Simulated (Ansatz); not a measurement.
For TaSb2 (C2/m, No. 12, 6 atoms in the cell; start mp-11697), PBEsol (Ansatz, a first-principles code, PAW) gives:

```
Quantity                Value
---------------  ------------
bulk modulus          112 GPa
cohesive energy  5.25 eV/atom
```

**Question.** What does r²SCAN in Ansatz (plane waves, PAW) give for the same quantities?

**Answer.** 
- bulk modulus: 108 GPa (shrinks by 3.6 %)
- cohesive energy: 4.53 eV/atom (shrinks by 0.72 eV/atom)

Changes are worked out from the printed values.

Unless a cell is named, each level is at its own relaxed cell (PBEsol 22.11, r²SCAN 22.74 Å³/atom).

Levels without +SOC leave out spin–orbit coupling, which shifts energies and cells of such heavy elements.

Caveats: the bulk modulus is −V dP/dV from two relaxed cells at ±2 % in volume (PBEsol, r²SCAN); the relaxation could not lower the start's symmetry, so the cell can be a saddle point above a distorted one (PBEsol, r²SCAN). Ansatz's density-functional and Hartree–Fock values are scalar-relativistic unless marked +SOC, with PAW data made under PBE.

A start named mp-… is a Materials Project structure, which need not be a measured phase.
